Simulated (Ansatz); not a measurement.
Given:

```
CELL_PARAMETERS angstrom
      0.00000     2.85674     2.85674
      2.85674     0.00000     2.85674
      2.85674     2.85674     0.00000
ATOMIC_POSITIONS crystal
  Sn 0.50000 0.50000 0.50000
  As 0.00000 0.00000 0.00000
```

All values below come from PBEsol, DFPT electron-phonon coupling, linearised Boltzmann equation (plane waves, PAW, scalar-relativistic; Ansatz, a first-principles code). How the cell was made: relaxed with this functional, without spin-orbit coupling.

Q: Predict the intrinsic resistivity at 300 K.

A: 7.8 μΩ·cm.

Q: How long is the mean free path there?

A: 12.4 nm, weighted by the current that each state carries. Wires not much wider than this gain resistivity from their walls.

A metal at this level (no band gap). Only scattering by harmonic phonons is included (no impurities, grain boundaries, electron-electron scattering or thermal expansion). Spin-orbit coupling is left out. The squared frequency of the phonon mode least converged on the k mesh is uncertain by 14 %. Halving the electron mesh (24x24x24) moves the resistivity by up to 10 % at 300 K, the mean free path by up to 6 %. Smearing 0.20 eV; phonons on a 4x4x4 q mesh, which this run doesn't test.

Formula and space group known from diffraction (Crystallography Open Database), not checked to be the room-temperature form: SnAs (Fm-3m).
